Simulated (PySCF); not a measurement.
PySCF 2.14.0, R2SCAN/def2-tzvp, df: [C]#CC, charge +1, multiplicity 1, 6 atoms. The geometry is a generated start, not checked to be a minimum at this level.

```
Item                           Value
-------------------  ---------------
task                          energy
method                        r2scan
basis                      def2-tzvp
two-electron scheme  density fitting
mol.max_memory               3000 MB
mf.max_cycle                     100
mf.init_guess        minao (default)
mf.DIIS              CDIIS (default)
mf.conv_tol          1e-09 (default)
mf.grids.level           3 (default)
basis functions                  111
grid points                    71784
```

```xyz
6

C      2.0600    -0.0162     0.1560
C      0.9255     0.0017    -0.2375
C     -0.4787     0.0172    -0.0076
H     -0.8466    -0.7732    -0.6906
H     -0.8312    -0.2681     0.9939
H     -0.8291     1.0386    -0.2142
```

Charge 1 and multiplicity 1 are set for this test and not shown to be the ground state.

One run each on 2 threads, 1 BLAS thread. Values of diis_space tried: 3, 5, 8 (default), 12, 20.

Question: How does the count of Fock builds change with diis_space, and where is it least?

Answer: Fewest Fock builds, within one of each other: 8 (default) with 15, 12 with 15, 20 with 15. The count rises to 19 at 5. The run ends without SCF convergence in 100 cycles at 3.

```
diis_space   Fock builds             end
-----------  -----------  --------------
3                    101  no convergence
5                     19   same solution
8 (default)           15   same solution
12                    15   same solution
20                    15   same solution
```
